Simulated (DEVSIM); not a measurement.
Device: illuminated Si n-on-p cell, one wavelength, at 300 K.

Layer 1 from the left is Si, thickness (μm) 0.300, Nd (cm⁻³) 1e19, τn (s) 1.4e-8, τp (s) 6.8e-8, absorption coefficient (cm⁻¹) 32000. Layer 2 from the left is Si, thickness (μm) 50.0, Na (cm⁻³) 1.4e16, τn (s) 1.2e-6, τp (s) 1.2e-7, absorption coefficient (cm⁻¹) 32000.

Left contact: ohmic, minority hole recombination velocity 3000 cm/s. Right contact: ohmic, minority electron recombination velocity 3000 cm/s. Voltage is applied to the left contact. Recombination: SRH at mid-gap, radiative, Auger. Gap narrowing is on: ΔEg = 6.92 meV × (l + √(l² + 0.5)), l = ln(N/1.3e17 cm⁻³), shared equally by both band edges. Light enters at the left, 1.5e17 photons cm⁻² s⁻¹, one pass, no reflection. Mobility is μmin + (μ − μmin)/(1 + (N/Nref)^α).

The device is made up for the run: typed textbook-type constants, with dimensions and the other settings drawn at random. Values at 300 K.

Si: gap (eV) 1.124, affinity (eV) 4.05, permittivity 11.7, Nc (cm⁻³) 2.86e19, Nv (cm⁻³) 3.1e19, μn (cm²/Vs) 1417, μp (cm²/Vs) 470, μn,min 52, μp,min 45, Nref,n 9.7e16, Nref,p 2.2e17, αn 0.68, αp 0.72, B (cm³/s) 4.7e-15, Cn (cm⁶/s) 2.8e-31, Cp (cm⁶/s) 9.9e-32.

Simulated with DEVSIM: 1D drift-diffusion, Boltzmann statistics, complete ionisation; no tunnelling, impact ionisation, image-force lowering or self-heating.

Task: What does the simulation give for the potential step across the device at zero bias, the share of generated pairs collected at short circuit?

Result: potential step across the device at zero bias 0.867 V; share of generated pairs collected at short circuit 0.976.
